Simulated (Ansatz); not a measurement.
The starting structures come from a database of crystals and need not be the phases stable at ambient conditions.

**Evanescent states of Zr(MoO4)2 (P-3m1, not sure to be the ambient phase, 11 atoms a cell, 16.3 Å³ an atom, -2 GPa at this level) along the normal of (110)**

The numbers are results of PBEsol (plane waves, PAW; Ansatz, a program for electronic structure), not measurements.

No gap correction and no spin-orbit coupling; mid-gap values are interpolated between computed energies.

Energies count from the valence-band top; κ is the least over a 6×4 mesh across the current.

```json
[
 {"E (eV)": "0.07", "κ (1/Å)": "0.201", "where": "off Γ"},
 {"E (eV)": "0.23", "κ (1/Å)": "0.294", "where": "Γ"},
 {"E (eV)": "0.38", "κ (1/Å)": "0.337", "where": "Γ"},
 {"E (eV)": "0.53", "κ (1/Å)": "0.352", "where": "Γ"},
 {"E (eV)": "0.68", "κ (1/Å)": "0.354", "where": "Γ"},
 {"E (eV)": "0.82", "κ (1/Å)": "0.354", "where": "Γ"},
 {"E (eV)": "0.97", "κ (1/Å)": "[?]", "where": "Γ"},
 {"E (eV)": "1.12", "κ (1/Å)": "[?]", "where": "Γ"},
 {"E (eV)": "1.27", "κ (1/Å)": "[?]", "where": "Γ"},
 {"E (eV)": "1.43", "κ (1/Å)": "[?]", "where": "Γ"},
 {"E (eV)": "1.57", "κ (1/Å)": "0.337", "where": "Γ"},
 {"E (eV)": "1.73", "κ (1/Å)": "[?]", "where": "Γ"},
 {"E (eV)": "1.88", "κ (1/Å)": "[?]", "where": "Γ"},
 {"E (eV)": "2.02", "κ (1/Å)": "[?]", "where": "Γ"},
 {"E (eV)": "2.17", "κ (1/Å)": "[?]", "where": "Γ"},
 {"E (eV)": "2.33", "κ (1/Å)": "[?]", "where": "Γ"},
 {"E (eV)": "2.48", "κ (1/Å)": "0.255", "where": "Γ"},
 {"E (eV)": "2.62", "κ (1/Å)": "0.229", "where": "Γ"},
 {"E (eV)": "2.77", "κ (1/Å)": "0.196", "where": "Γ"},
 {"E (eV)": "2.92", "κ (1/Å)": "0.150", "where": "Γ"},
 {"E (eV)": "3.08", "κ (1/Å)": "0.067", "where": "Γ"}
]
```

Q: Fill in the missing entries.

A: 
- 0.97, κ (1/Å): 0.353
- 1.12, κ (1/Å): 0.351
- 1.27, κ (1/Å): 0.348
- 1.43, κ (1/Å): 0.343
- 1.73, κ (1/Å): 0.329
- 1.88, κ (1/Å): 0.319
- 2.02, κ (1/Å): 0.308
- 2.17, κ (1/Å): 0.293
- 2.33, κ (1/Å): 0.276
